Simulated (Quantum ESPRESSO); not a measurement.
Input and output of a self-consistent single point for a (001) slab of Er (cut from a parent of space group no. 194; 2 atoms in the cell) (Quantum ESPRESSO).

Computed with PBEsol, SSSP 1.1.2 efficiency (PBE) pseudopotentials (plane waves; Quantum ESPRESSO).

The change in words: vacuum of 6 angstrom (first run: 14 Å); tstress: true → default; tefield: default → true; dipfield: default → true; edir: default → 3; emaxpos: default → 0.97; eopreg: default → 0.05; and 1 further keys. Reference geometry:
```
Er
1.0
    3.54220     0.00000     0.00000
   -1.77110     3.06764     0.00000
    0.00000     0.00000    16.78099
Er
2
Direct
  0.66667   0.33333   0.58286
  0.33333   0.66667   0.41714
```
Moments meant for the start (each program seeds them in its own way; μB, in the order of the atoms Er Er): 3.0 3.0.

Reference input (self-consistent single point, DFT, PBEsol, plane waves, SSSP 1.1.2 efficiency (PBE) pseudopotentials): ecutwfc = 50 Ry; ecutrho = 400 Ry; occupations = smearing; smearing = fd; degauss = 0.0073499 Ry; nspin = 2; input_dft = pbesol; potentials = {Er: Er.GGA-PBE-paw-v1.0.UPF}; K_POINTS = automatic 5 5 1 0 0 0; conv_thr = 1e-09 Ry; mixing_beta = 0.5. This run's input differs from it in these lines:

```diff
@@ -7,3 +7,4 @@
    tprnfor = .true.
-   tstress = .true.
+   tefield = .true.
+   dipfield = .true.
 /
@@ -12,3 +13,3 @@
    celldm(1) = 6.69378768
-   celldm(3) = 4.7374474922
+   celldm(3) = 2.4789620194
    nat = 2
@@ -23,2 +24,6 @@
    input_dft = 'pbesol'
+   edir = 3
+   emaxpos = 0.970
+   eopreg = 0.05
+   eamp = 0.0
 /
@@ -31,4 +36,4 @@
 ATOMIC_POSITIONS {angstrom}
-Er    1.77109995    1.02254503    9.78098228
-Er    0.00000000    2.04509006    7.00000372
+Er    1.77109995    1.02254503    5.78097509
+Er    0.00000000    2.04509006    3.00000391
 K_POINTS {automatic}
```

Log, with long lists cut:

```
     Self-consistent Calculation

     iteration #  1     ecut=    50.00 Ry     beta= 0.50

---- Real-time Memory Report at c_bands before calling an iterative solver
           817 MiB given to the printing process from OS
           109 MiB allocation reported by mallinfo(arena+hblkhd)
------------------

     Adding external electric field

     Computed dipole along edir(3) :
        Elec. dipole          0.0959 Ry au,          0.2438 Debye
        Ion. dipole           0.0712 Ry au,          0.1811 Debye
        Dipole               -1.2643 Ry au,         -3.2134 Debye
        Dipole field         -0.0247 Ry au,

   [... lines left out ...]

     Adding external electric field

     Computed dipole along edir(3) :
        Elec. dipole          0.0709 Ry au,          0.1803 Debye
        Ion. dipole           0.0712 Ry au,          0.1811 Debye
        Dipole                0.0158 Ry au,          0.0402 Debye
        Dipole field          0.0003 Ry au,

        Potential amp.       -0.0097 Ry
        Total length         15.7640 bohr

     total energy              =   -1755.13461048 Ry
     estimated scf accuracy    <       0.00000008 Ry

     total magnetization       =     5.51 Bohr mag/cell
     absolute magnetization    =     5.52 Bohr mag/cell
     End of self-consistent calculation

     convergence NOT achieved after 100 iterations: stopping

   JOB DONE.
```

The run ended unconverged after 100 iterations.  The full log also holds: “c_bands:  1 eigenvalues not converged”. The full log also holds: “c_bands:  2 eigenvalues not converged”.

The starting cell has typed, rounded lattice constants, without a prior relaxation at this level. The slab is cut from that crystal, and its faces are unrelaxed. Its lattice was rescaled by up to half a per cent. Spin-orbit coupling is off.

Cost on one core of a shared machine: roughly 20 min.
